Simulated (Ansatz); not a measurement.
**Ge well of 16 atomic layers along [001] in random Si0.3Ge0.7, interfaces graded over 4 layers**

Prepared with LAMMPS with Tersoff's 1989 multicomponent potential (SiCGe.tersoff): minimisation. Geometry as solved with PBE, support functions at accuracy medium on the grid of 370 eV run with Ansatz (an electronic-structure program).

```xyz
720
Lattice="17.02 0.00 0.00 0.00 17.02 0.00 0.00 0.00 57.43" Properties=species:S:1:pos:R:3 pbc="T T T"
Si    -0.01    -0.01    -0.01
Ge     1.40     1.38     1.40
Ge     2.84     2.83    -0.01
Ge     4.28     4.23     1.45
Ge     2.82    -0.05     2.88
Ge     4.28     1.43     4.25
Ge    -0.03     2.83     2.82
Ge     1.39     4.26     4.26
Si     0.02    -0.03     5.65
Ge     1.35     1.43     7.11
Ge     2.82     2.83     5.69
Ge     4.26     4.24     7.13
Ge     2.84     0.05     8.55
Si     4.29     1.42     9.96
Si    -0.04     2.89     8.50
Ge     1.37     4.27     9.94
Ge    -0.02     0.00    11.37
Ge     1.45     1.41    12.79
Ge     2.86     2.84    11.33
Ge     4.25     4.32    12.77
Ge     2.86    -0.04    14.23
Ge     4.28     1.41    15.65
Ge     0.01     2.83    14.23
Ge     1.44     4.29    15.63
Si    -0.01     0.01    17.09
Ge     1.38     1.41    18.50
Ge     2.84     2.84    17.08
Ge     4.26     4.24    18.54
Ge     2.82     0.01    19.97
Ge     4.26     1.42    21.42
Ge    -0.01     2.85    19.97
Ge     1.42     4.25    21.44
Ge     0.00    -0.01    22.87
Ge     1.42     1.41    24.33
Ge     2.84     2.83    22.89
Ge     4.26     4.26    24.34
Ge     2.84     0.00    25.80
Ge     4.25     1.42    27.25
Ge     0.00     2.83    25.79
Ge     1.42     4.25    27.25
Ge     0.00     0.00    28.71
Ge     1.42     1.42    30.17
Ge     2.84     2.84    28.71
Ge     4.26     4.25    30.17
Ge     2.83     0.00    31.63
Ge     4.25     1.42    33.09
Ge     0.00     2.84    31.63
Ge     1.42     4.25    33.09
Ge     0.00     0.00    34.54
Ge     1.41     1.42    36.01
Ge     2.83     2.84    34.56
Ge     4.25     4.25    36.01
Ge     2.84    -0.01    37.45
Ge     4.26     1.39    38.91
Ge    -0.04     2.81    37.48
Ge     1.38     4.27    38.91
Ge    -0.06     0.01    40.32
Ge     1.39     1.41    41.76
Ge     2.82     2.84    40.33
Ge     4.27     4.25    41.76
Ge     2.85     0.00    43.18
Ge     4.31     1.40    44.62
Ge    -0.05     2.80    43.22
Ge     1.38     4.28    44.61
Si    -0.07     0.02    46.02
Ge     1.39     1.40    47.42
Ge     2.85     2.84    46.02
Ge     4.32     4.26    47.44
Ge     2.86     0.01    48.85
Ge     4.29     1.46    50.29
Ge     0.01     2.87    48.87
Si     1.46     4.22    50.29
Ge    -0.01     0.00    51.70
Ge     1.44     1.44    53.10
Si     2.83     2.85    51.67
Ge     4.24     4.24    53.09
Ge     2.84     0.00    54.56
Ge     4.27     1.42    55.99
Ge     0.00     2.82    54.58
Ge     1.41     4.26    56.00
Ge    -0.05     5.65     0.02
Ge     1.40     7.09     1.43
Ge     2.83     8.51    -0.02
Ge     4.26     9.94     1.42
Ge     2.84     5.68     2.85
Ge     4.24     7.13     4.28
Ge    -0.01     8.50     2.90
Si     1.42     9.92     4.27
Ge    -0.06     5.67     5.70
Ge     1.44     7.12     7.07
Si     2.81     8.55     5.64
Ge     4.23     9.90     7.08
Ge     2.86     5.70     8.56
Si     4.27     7.05    10.00
Ge     0.00     8.51     8.52
Ge     1.43     9.91     9.96
Si     0.02     5.69    11.41
Si     1.39     7.07    12.83
Ge     2.84     8.44    11.40
Ge     4.28     9.93    12.78
Si     2.80     5.70    14.18
Ge     4.23     7.08    15.60
Si     0.00     8.44    14.23
Ge     1.36     9.91    15.66
Ge    -0.03     5.71    17.06
Ge     1.42     7.09    18.53
Ge     2.83     8.51    17.08
Ge     4.25     9.95    18.52
Ge     2.83     5.66    19.98
Ge     4.25     7.09    21.43
Ge     0.00     8.51    19.98
Ge     1.41     9.93    21.43
Ge    -0.01     5.67    22.88
Ge     1.41     7.09    24.33
Ge     2.83     8.51    22.89
Ge     4.25     9.93    24.34
Ge     2.83     5.67    25.79
Ge     4.25     7.09    27.25
Ge     0.00     8.51    25.80
Ge     1.42     9.93    27.26
Ge     0.00     5.67    28.71
Ge     1.42     7.09    30.16
Ge     2.84     8.51    28.71
Ge     4.26     9.93    30.17
Ge     2.84     5.67    31.62
Ge     4.25     7.09    33.08
Ge     0.00     8.50    31.62
Ge     1.42     9.93    33.08
Ge     0.00     5.67    34.55
Ge     1.41     7.09    35.99
Ge     2.84     8.51    34.54
Ge     4.26     9.93    35.99
Ge     2.82     5.68    37.46
Ge     4.23     7.11    38.91
Ge     0.01     8.50    37.47
Ge     1.45     9.91    38.92
Si     0.00     5.67    40.33
Ge     1.41     7.10    41.71
Si     2.85     8.52    40.34
Si     4.22     9.89    41.72
Ge     2.83     5.68    43.17
Ge     4.30     7.05    44.61
Ge    -0.06     8.49    43.16
Ge     1.42     9.92    44.57
Si    -0.04     5.69    45.98
Ge     1.39     7.04    47.41
Ge     2.85     8.49    46.02
Ge     4.30     9.91    47.46
Ge     2.84     5.65    48.88
Ge     4.26     7.14    50.27
Ge     0.00     8.50    48.86
Ge     1.42     9.91    50.31
Ge     0.04     5.63    51.69
Ge     1.46     7.12    53.10
Si     2.86     8.53    51.70
Ge     4.26     9.92    53.10
Ge     2.85     5.67    54.56
Ge     4.29     7.08    56.00
Ge     0.01     8.52    54.55
Ge     1.40     9.96    56.00
Ge    -0.02    11.42     0.01
Si     1.37    12.80     1.46
Ge     2.80    14.16     0.03
Ge     4.28    15.56     1.45
Ge     2.78    11.36     2.85
Ge     4.23    12.83     4.26
Si     0.03    14.19     2.88
Si     1.40    15.58     4.29
Ge     0.02    11.36     5.63
Ge     1.44    12.80     7.08
Si     2.81    14.23     5.66
Ge     4.23    15.61     7.09
Ge     2.85    11.35     8.53
Ge     4.30    12.74     9.98
Ge     0.00    14.19     8.54
Ge     1.45    15.61     9.98
Ge     0.00    11.35    11.39
Ge     1.43    12.78    12.81
Ge     2.90    14.20    11.42
Si     4.29    15.59    12.84
Ge     2.83    11.33    14.23
Ge     4.26    12.80    15.63
Ge    -0.02    14.19    14.24
Ge     1.39    15.62    15.69
Si     0.02    11.36    17.11
Si     1.40    12.73    18.50
Ge     2.80    14.16    17.11
Ge     4.24    15.60    18.54
Ge     2.80    11.36    19.95
Ge     4.25    12.76    21.41
Ge     0.02    14.15    19.92
Ge     1.41    15.58    21.41
Ge     0.00    11.35    22.88
Ge     1.42    12.77    24.33
Ge     2.84    14.18    22.87
Ge     4.25    15.60    24.34
Ge     2.83    11.35    25.80
Ge     4.25    12.76    27.26
Ge     0.00    14.18    25.79
Ge     1.42    15.60    27.25
Ge     0.00    11.35    28.71
Ge     1.42    12.77    30.17
Ge     2.83    14.18    28.71
Ge     4.25    15.60    30.17
Ge     2.84    11.34    31.62
Ge     4.25    12.76    33.08
Ge     0.00    14.18    31.63
Ge     1.42    15.60    33.08
Ge     0.00    11.34    34.53
Ge     1.41    12.76    35.99
Ge     2.84    14.18    34.53
Ge     4.25    15.59    35.99
Ge     2.83    11.34    37.44
Ge     4.25    12.75    38.89
Ge     0.00    14.18    37.45
Ge     1.41    15.61    38.90
Ge     0.00    11.33    40.38
Si     1.41    12.76    41.76
Ge     2.82    14.16    40.35
Ge     4.30    15.59    41.76
Ge     2.84    11.34    43.11
Ge     4.27    12.80    44.56
Ge    -0.02    14.17    43.14
Ge     1.36    15.64    44.61
Ge    -0.02    11.37    45.97
Ge     1.41    12.77    47.44
Ge     2.83    14.21    46.01
Ge     4.32    15.63    47.41
Ge     2.84    11.33    48.87
Ge     4.29    12.77    50.27
Ge    -0.07    14.20    48.84
Ge     1.41    15.60    50.26
Ge    -0.04    11.39    51.68
Ge     1.41    12.78    53.14
Ge     2.85    14.19    51.70
Ge     4.29    15.63    53.10
Ge     2.84    11.34    54.56
Ge     4.26    12.77    55.99
Ge    -0.05    14.16    54.59
Ge     1.38    15.61    56.02
Ge     5.68    -0.01     0.00
Ge     7.10     1.43     1.44
Ge     8.56     2.81    -0.04
Ge     9.96     4.27     1.42
Ge     8.56     0.02     2.87
Si     9.96     1.45     4.24
Si     5.68     2.83     2.83
Ge     7.09     4.25     4.21
Ge     5.71     0.01     5.71
Si     7.11     1.42     7.12
Ge     8.51     2.80     5.66
Ge     9.91     4.22     7.13
Ge     8.52     0.03     8.53
Si     9.92     1.41     9.96
Ge     5.72     2.82     8.56
Si     7.07     4.27     9.99
Ge     5.65     0.01    11.42
Si     7.08     1.42    12.78
Ge     8.47     2.81    11.35
Ge     9.92     4.25    12.77
Ge     8.47     0.01    14.20
Ge     9.93     1.41    15.64
Ge     5.68     2.84    14.19
Ge     7.09     4.24    15.66
Ge     5.70     0.00    17.12
Si     7.09     1.41    18.53
Ge     8.49     2.80    17.12
Ge     9.93     4.25    18.53
Ge     8.49     0.02    19.94
Ge     9.93     1.41    21.42
Ge     5.70     2.80    19.96
Ge     7.10     4.24    21.42
Ge     5.67     0.00    22.88
Ge     7.09     1.42    24.34
Ge     8.51     2.83    22.88
Ge     9.94     4.25    24.33
Ge     8.51     0.00    25.80
Ge     9.93     1.42    27.25
Ge     5.67     2.84    25.80
Ge     7.09     4.26    27.25
Ge     5.67     0.00    28.71
Ge     7.09     1.42    30.17
Ge     8.51     2.84    28.71
Ge     9.93     4.26    30.17
Ge     8.51     0.00    31.63
Ge     9.93     1.42    33.08
Ge     5.67     2.84    31.63
Ge     7.09     4.26    33.08
Ge     5.67     0.00    34.53
Ge     7.09     1.42    35.98
Ge     8.51     2.84    34.54
Ge     9.94     4.26    35.99
Ge     8.50     0.01    37.45
Ge     9.91     1.45    38.91
Ge     5.68     2.82    37.46
Ge     7.12     4.23    38.91
Si     5.67     0.01    40.34
Ge     7.10     1.41    41.72
Si     8.51     2.83    40.34
Ge     9.88     4.26    41.77
Ge     8.48    -0.03    43.21
Ge     9.89     1.46    44.62
Ge     5.73     2.87    43.21
Si     7.12     4.29    44.63
Si     5.73    -0.02    45.99
Ge     7.09     1.45    47.40
Si     8.48     2.89    46.00
Ge     9.95     4.22    47.41
Ge     8.53     0.04    48.88
Si     9.99     1.43    50.24
Si     5.69     2.83    48.84
Ge     7.10     4.24    50.23
Si     5.68     0.02    51.70
Ge     7.12     1.38    53.10
Ge     8.55     2.81    51.65
Ge     9.93     4.24    53.13
Ge     8.57    -0.02    54.57
Si     9.97     1.38    56.01
Ge     5.70     2.83    54.53
Ge     7.12     4.26    55.98
Ge     5.72     5.67     0.03
Si     7.13     7.06     1.43
Ge     8.52     8.46     0.00
Ge     9.89     9.96     1.42
Si     8.50     5.66     2.80
Ge     9.90     7.06     4.24
Ge     5.72     8.49     2.82
Ge     7.12     9.97     4.23
Ge     5.67     5.67     5.69
Ge     7.09     7.09     7.14
Ge     8.51     8.52     5.69
Ge     9.97     9.89     7.15
Ge     8.51     5.67     8.60
Si     9.94     7.11     9.95
Ge     5.62     8.48     8.57
Ge     7.05     9.94     9.98
Si     5.70     5.69    11.35
Si     7.09     7.05    12.75
Ge     8.51     8.48    11.37
Ge     9.94     9.96    12.78
Ge     8.49     5.68    14.19
Ge     9.92     7.09    15.65
Ge     5.72     8.48    14.17
Ge     7.11     9.93    15.64
Ge     5.65     5.67    17.07
Ge     7.07     7.09    18.53
Ge     8.51     8.51    17.10
Ge     9.94     9.94    18.53
Ge     8.51     5.68    19.97
Ge     9.93     7.10    21.42
Ge     5.66     8.52    19.98
Ge     7.09     9.94    21.43
Ge     5.67     5.67    22.88
Ge     7.09     7.09    24.33
Ge     8.51     8.51    22.88
Ge     9.93     9.93    24.34
Ge     8.51     5.67    25.79
Ge     9.93     7.09    27.25
Ge     5.68     8.51    25.79
Ge     7.09     9.93    27.25
Ge     5.67     5.67    28.71
Ge     7.09     7.09    30.17
Ge     8.51     8.51    28.71
Ge     9.93     9.93    30.17
Ge     8.51     5.68    31.63
Ge     9.93     7.09    33.08
Ge     5.68     8.51    31.63
Ge     7.10     9.93    33.09
Ge     5.67     5.67    34.54
Ge     7.09     7.08    36.00
Ge     8.51     8.50    34.55
Ge     9.94     9.93    36.00
Ge     8.51     5.67    37.45
Ge     9.92     7.11    38.90
Ge     5.67     8.51    37.45
Ge     7.11     9.90    38.92
Ge     5.69     5.68    40.33
Ge     7.14     7.09    41.76
Si     8.52     8.49    40.32
Ge     9.90     9.91    41.72
Si     8.48     5.65    43.21
Ge     9.93     7.00    44.61
Ge     5.65     8.53    43.14
Ge     7.10     9.93    44.60
Si     5.74     5.67    46.02
Si     7.06     7.08    47.43
Ge     8.50     8.46    46.04
Ge     9.96     9.93    47.43
Ge     8.52     5.72    48.83
Si     9.91     7.14    50.25
Si     5.70     8.47    48.83
Ge     7.11     9.87    50.24
Ge     5.69     5.68    51.69
Ge     7.16     7.12    53.09
Si     8.56     8.50    51.65
Ge     9.93     9.92    53.09
Ge     8.56     5.71    54.58
Si     9.96     7.07    56.04
Ge     5.69     8.51    54.54
Ge     7.10     9.93    56.00
Ge     5.72    11.39     0.03
Si     7.10    12.78     1.48
Ge     8.51    14.16     0.03
Ge     9.98    15.63     1.41
Si     8.50    11.39     2.82
Ge     9.91    12.79     4.23
Si     5.71    14.16     2.84
Ge     7.11    15.57     4.27
Ge     5.66    11.36     5.67
Ge     7.14    12.78     7.08
Si     8.53    14.18     5.66
Ge     9.92    15.60     7.07
Ge     8.52    11.33     8.55
Ge     9.93    12.77     9.99
Ge     5.69    14.19     8.53
Ge     7.12    15.61     9.99
Si     5.68    11.35    11.40
Ge     7.07    12.81    12.79
Si     8.52    14.19    11.38
Ge     9.93    15.56    12.81
Ge     8.54    11.41    14.24
Si     9.94    12.82    15.65
Si     5.66    14.21    14.21
Ge     7.09    15.56    15.65
Ge     5.68    11.36    17.07
Ge     7.14    12.79    18.49
Si     8.54    14.16    17.04
Ge     9.89    15.58    18.49
Ge     8.51    11.35    19.98
Ge     9.93    12.77    21.44
Ge     5.69    14.18    19.96
Ge     7.09    15.61    21.42
Ge     5.66    11.35    22.88
Ge     7.08    12.77    24.33
Ge     8.51    14.19    22.89
Ge     9.93    15.60    24.34
Ge     8.51    11.35    25.79
Ge     9.93    12.77    27.25
Ge     5.67    14.18    25.80
Ge     7.09    15.60    27.25
Ge     5.67    11.34    28.71
Ge     7.09    12.76    30.17
Ge     8.51    14.18    28.71
Ge     9.93    15.60    30.17
Ge     8.51    11.35    31.63
Ge     9.93    12.77    33.08
Ge     5.67    14.18    31.62
Ge     7.09    15.60    33.08
Ge     5.67    11.35    34.54
Ge     7.09    12.76    36.00
Ge     8.51    14.18    34.55
Ge     9.92    15.61    36.00
Ge     8.51    11.34    37.45
Ge     9.93    12.77    38.88
Ge     5.67    14.19    37.46
Ge     7.07    15.64    38.92
Ge     5.65    11.31    40.35
Ge     7.06    12.79    41.79
Ge     8.50    14.19    40.33
Ge     9.95    15.58    41.80
Ge     8.53    11.36    43.18
Ge     9.95    12.79    44.64
Si     5.70    14.23    43.22
Si     7.08    15.58    44.63
Ge     5.71    11.39    46.04
Si     7.14    12.80    47.41
Si     8.47    14.20    46.01
Ge     9.89    15.59    47.43
Ge     8.51    11.38    48.84
Ge     9.91    12.77    50.36
Ge     5.74    14.19    48.84
Ge     7.12    15.62    50.34
Ge     5.73    11.35    51.70
Si     7.12    12.79    53.11
Si     8.51    14.20    51.77
Si     9.91    15.60    53.11
Ge     8.49    11.36    54.52
Ge     9.93    12.77    55.97
Ge     5.71    14.17    54.53
Ge     7.12    15.59    56.00
Si    11.35     0.05    -0.01
Si    12.70     1.42     1.42
Ge    14.15     2.83     0.05
Si    15.58     4.24     1.43
Ge    14.15     0.01     2.80
Ge    15.60     1.38     4.29
Si    11.34     2.80     2.83
Ge    12.76     4.20     4.25
Ge    11.36     0.04     5.66
Si    12.75     1.41     7.11
Ge    14.19     2.82     5.75
Si    15.58     4.26     7.15
Ge    14.18     0.03     8.50
Ge    15.61     1.47     9.93
Ge    11.34     2.78     8.54
Ge    12.78     4.26     9.93
Ge    11.34     0.03    11.38
Si    12.75     1.42    12.80
Ge    14.17     2.84    11.42
Ge    15.61     4.31    12.82
Ge    14.11    -0.01    14.23
Ge    15.61     1.39    15.67
Ge    11.38     2.84    14.20
Ge    12.82     4.28    15.63
Ge    11.36    -0.05    17.05
Ge    12.76     1.40    18.52
Ge    14.19     2.84    17.10
Ge    15.58     4.29    18.55
Ge    14.19     0.00    19.97
Ge    15.60     1.42    21.43
Ge    11.36     2.83    19.98
Ge    12.80     4.28    21.40
Ge    11.35     0.00    22.88
Ge    12.76     1.43    24.33
Ge    14.18     2.85    22.88
Ge    15.60     4.26    24.34
Ge    14.18     0.00    25.79
Ge    15.60     1.42    27.25
Ge    11.35     2.84    25.80
Ge    12.77     4.26    27.26
Ge    11.35     0.00    28.71
Ge    12.77     1.42    30.17
Ge    14.19     2.84    28.71
Ge    15.60     4.25    30.17
Ge    14.18     0.00    31.63
Ge    15.60     1.42    33.09
Ge    11.35     2.84    31.62
Ge    12.77     4.26    33.08
Ge    11.35     0.00    34.54
Ge    12.77     1.42    35.99
Ge    14.18     2.85    34.54
Ge    15.60     4.25    36.01
Ge    14.21     0.04    37.47
Si    15.57     1.44    38.92
Ge    11.35     2.84    37.45
Ge    12.78     4.23    38.90
Ge    11.35     0.02    40.35
Ge    12.82     1.47    41.74
Si    14.21     2.84    40.29
Ge    15.60     4.25    41.72
Ge    14.24     0.01    43.17
Si    15.56     1.41    44.66
Ge    11.37     2.87    43.21
Si    12.78     4.24    44.65
Ge    11.35     0.03    46.04
Si    12.76     1.46    47.43
Si    14.15     2.81    46.00
Ge    15.58     4.25    47.37
Ge    14.18     0.01    48.78
Ge    15.58     1.42    50.26
Si    11.34     2.79    48.83
Ge    12.71     4.22    50.24
Ge    11.33     0.01    51.71
Si    12.73     1.40    53.14
Ge    14.12     2.80    51.72
Ge    15.59     4.23    53.13
Ge    14.15     0.02    54.54
Ge    15.59     1.39    56.03
Ge    11.35     2.79    54.58
Ge    12.73     4.26    56.03
Si    11.33     5.68    -0.02
Ge    12.74     7.08     1.38
Ge    14.16     8.54    -0.04
Ge    15.60     9.94     1.43
Ge    14.20     5.67     2.83
Si    15.58     7.08     4.27
Ge    11.33     8.52     2.83
Ge    12.77     9.93     4.27
Ge    11.34     5.65     5.70
Ge    12.77     7.06     7.17
Ge    14.19     8.47     5.68
Ge    15.60     9.94     7.09
Si    14.21     5.63     8.53
Ge    15.61     7.03     9.95
Si    11.33     8.47     8.57
Ge    12.71     9.92     9.96
Ge    11.34     5.70    11.34
Ge    12.79     7.06    12.83
Ge    14.19     8.50    11.37
Ge    15.64     9.88    12.83
Si    14.23     5.71    14.25
Si    15.61     7.10    15.61
Ge    11.35     8.52    14.23
Ge    12.76     9.94    15.67
Ge    11.36     5.67    17.08
Ge    12.81     7.07    18.54
Ge    14.23     8.50    17.06
Ge    15.64     9.95    18.51
Si    14.19     5.67    19.98
Ge    15.58     7.07    21.40
Ge    11.37     8.51    19.97
Ge    12.77     9.93    21.43
Ge    11.35     5.67    22.87
Ge    12.76     7.09    24.34
Ge    14.19     8.50    22.88
Ge    15.60     9.93    24.34
Ge    14.18     5.67    25.80
Ge    15.60     7.09    27.25
Ge    11.35     8.51    25.80
Ge    12.76     9.93    27.25
Ge    11.35     5.67    28.71
Ge    12.76     7.09    30.17
Ge    14.18     8.51    28.71
Ge    15.60     9.93    30.17
Ge    14.19     5.68    31.62
Ge    15.60     7.09    33.09
Ge    11.35     8.51    31.63
Ge    12.77     9.93    33.09
Ge    11.35     5.68    34.53
Ge    12.77     7.09    36.00
Ge    14.19     8.51    34.55
Ge    15.61     9.93    36.00
Ge    14.19     5.68    37.47
Ge    15.61     7.09    38.95
Ge    11.36     8.52    37.45
Ge    12.81     9.90    38.92
Ge    11.35     5.68    40.34
Ge    12.80     7.11    41.76
Si    14.22     8.53    40.36
Si    15.58     9.91    41.75
Ge    14.19     5.65    43.23
Si    15.61     7.06    44.61
Ge    11.33     8.50    43.18
Ge    12.74     9.95    44.61
Si    11.37     5.61    46.01
Ge    12.69     7.08    47.44
Ge    14.17     8.47    46.01
Ge    15.59     9.93    47.43
Ge    14.15     5.65    48.83
Ge    15.59     7.06    50.28
Si    11.31     8.49    48.87
Ge    12.70     9.92    50.28
Ge    11.30     5.70    51.66
Ge    12.73     7.08    53.14
Ge    14.16     8.51    51.71
Ge    15.58     9.95    53.14
Ge    14.16     5.66    54.56
Ge    15.59     7.10    55.98
Ge    11.33     8.51    54.62
Si    12.75     9.94    55.99
Ge    11.36    11.34    -0.03
Ge    12.75    12.79     1.43
Ge    14.20    14.19    -0.02
Ge    15.66    15.60     1.42
Ge    14.21    11.39     2.86
Si    15.65    12.80     4.23
Si    11.34    14.19     2.83
Ge    12.75    15.57     4.23
Ge    11.36    11.38     5.70
Si    12.77    12.78     7.09
Ge    14.21    14.14     5.67
Ge    15.62    15.62     7.07
Ge    14.13    11.36     8.51
Ge    15.56    12.78     9.97
Ge    11.37    14.17     8.50
Ge    12.78    15.60     9.96
Si    11.34    11.36    11.39
Ge    12.74    12.78    12.80
Si    14.15    14.18    11.38
Ge    15.55    15.59    12.78
Ge    14.20    11.34    14.23
Ge    15.62    12.75    15.70
Si    11.33    14.18    14.26
Si    12.73    15.56    15.62
Ge    11.32    11.39    17.07
Ge    12.76    12.79    18.53
Ge    14.16    14.21    17.06
Ge    15.62    15.62    18.50
Ge    14.18    11.35    19.96
Ge    15.61    12.77    21.41
Ge    11.32    14.19    19.98
Ge    12.76    15.61    21.42
Ge    11.35    11.35    22.89
Ge    12.77    12.77    24.34
Ge    14.18    14.18    22.87
Ge    15.60    15.60    24.33
Ge    14.18    11.34    25.79
Ge    15.60    12.76    27.25
Ge    11.35    14.18    25.79
Ge    12.77    15.60    27.25
Ge    11.35    11.35    28.71
Ge    12.76    12.77    30.16
Ge    14.18    14.18    28.71
Ge    15.60    15.60    30.17
Ge    14.18    11.35    31.63
Ge    15.60    12.77    33.09
Ge    11.35    14.18    31.62
Ge    12.76    15.60    33.08
Ge    11.35    11.35    34.54
Ge    12.77    12.76    36.00
Ge    14.18    14.19    34.55
Ge    15.60    15.61    36.01
Ge    14.19    11.34    37.46
Ge    15.61    12.76    38.91
Ge    11.35    14.19    37.44
Ge    12.77    15.63    38.89
Ge    11.36    11.34    40.32
Ge    12.75    12.79    41.79
Ge    14.19    14.22    40.35
Si    15.61    15.61    41.75
Ge    14.21    11.35    43.17
Si    15.60    12.77    44.57
Si    11.35    14.18    43.21
Ge    12.75    15.61    44.57
Si    11.35    11.35    46.02
Ge    12.75    12.75    47.42
Ge    14.22    14.18    45.99
Si    15.60    15.63    47.38
Ge    14.18    11.36    48.89
Si    15.56    12.80    50.28
Ge    11.32    14.17    48.87
Ge    12.79    15.59    50.28
Si    11.33    11.34    51.72
Ge    12.76    12.77    53.09
Si    14.19    14.16    51.67
Ge    15.56    15.57    53.11
Ge    14.16    11.36    54.60
Si    15.57    12.76    56.00
Ge    11.32    14.23    54.53
Ge    12.74    15.65    56.01
```
